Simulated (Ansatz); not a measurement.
The starting structures come from a database of crystals and need not be the phases stable at ambient conditions.

By PBEsol, the system below comes out a metal.

A figure of merit of an interconnect metal is its ballistic conductance per area.

```yaml
crystal:
  lattice:
    - [3.90749, 0.00000, 0.00000]
    - [-1.95374, 3.38398, 0.00000]
    - [1.95374, 1.12799, 1.59523]
  atoms:
    - { symbol: Al, position: [0.00000, 0.00000, 0.00000] }
    - { symbol: Co, position: [0.00000, 0.50000, 0.50000] }
```

The cell is strained (all lengths scaled by 0.98); by PBEsol it stands under a pressure of 14.2 GPa.

The current flows along the normal of the first two printed cell vectors, the (111) plane of the conventional cell. No spin-orbit coupling; the value is a mean over 0.1 eV about the Fermi level.

Task: State the ballistic conductance per area according to PBEsol (Ansatz, an electronic-structure program).

Result: 0.44 × 10¹⁵ S/m² for both spins.
